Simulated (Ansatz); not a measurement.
Surface: Si(111) 1x1 surface, 6 top atoms, 3 bilayers, bottom bilayer H-capped and fixed, every top atom capped by H; cell 11.5 x 6.6 Å; two neighbouring H replaced by OH; about 7 Å thick over the host's atoms, 18 atoms held. These are PBE-D3(BJ) (plane waves to 420 eV, PAW; Ansatz, a quantum-chemistry and plane-wave program) values and carry that method's errors. k mesh 1 x 2 x 1. The slab states were run without spin polarisation. Slab thickness, cell and mesh are as stated and are not converged limits. Energies are static: no zero-point or thermal part. Each state was relaxed from one prepared geometry.

End state of this step: SiH4 exchanges a ligand with a surface O-H group and H2 forms. Atoms near the product:

```
atom    x (Å)  y (Å)   z (Å)
------  -----  -----  ------
H(14)   0.001  6.665  11.015
H(29)   3.836  6.668  10.999
H(47)   2.584  5.310  12.988
O(48)   1.766  3.428  11.198
H(49)   2.492  3.016  11.702
Si(a0)  5.368  2.600  12.531
H(a1)   3.026  5.537  13.553
H(a2)   3.885  2.353  12.557
H(a3)   6.043  1.271  12.589
H(a4)   5.728  3.433  13.711
```

Question: What energy does it take to move H2 into the gas, one a cell, with the surface relaxed behind it, and what are its closest contacts before it leaves?

Answer: 0.08 eV. Its closest contacts to the rest of the cell: H(47)...H(49) 2.63 Å, H(47)...H(29) 2.72 Å, H(47)...O(48) 2.72 Å.
